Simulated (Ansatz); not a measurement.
The structure below was relaxed with PBEsol (Ansatz, a program for electronic structure; PAW; 420 eV plane waves; no spin-orbit coupling), at pressure 0.7 GPa.

Space group Pmn2₁ (No. 31); a = 2.838 Å, b = 4.191 Å, c = 4.703 Å, α = 90.00°, β = 90.00°, γ = 90.00°

| atom | site | symmetry | x | y | z |
|---|---|---|---|---|---|
| Al | 2a | m.. | 0.5000 | 0.2680 | 0.4924 |
| H | 2a | m.. | 0.0000 | 0.7877 | 0.4801 |
| O | 2a | m.. | 0.5000 | 0.4939 | 0.1459 |
| O | 2a | m.. | 0.0000 | 0.9951 | 0.3470 |

### Question
Write out a cell with all atoms.

### Answer
```xyz
8
Lattice="2.8376 0.0000 0.0000 0.0000 4.1907 0.0000 0.0000 0.0000 4.7028" Properties=species:S:1:pos:R:3 pbc="T T T"
Al     1.4188     1.1233     2.3156
Al     0.0000     3.0674     4.6670
H      1.4188     0.8895     4.6091
H      0.0000     3.3012     2.2577
O      0.0000     2.1209     3.0377
O      1.4188     2.0698     0.6863
O      0.0000     4.1701     1.6319
O      1.4188     0.0206     3.9833
```
This is the conventional cell.

Load acts through the strain it causes; cell and atoms are relaxed under it. Stability against distortions was not tested. The cell was made from AlHO2 (space group Pmn2_1, No. 31) by this change: pressure 0.7 GPa.
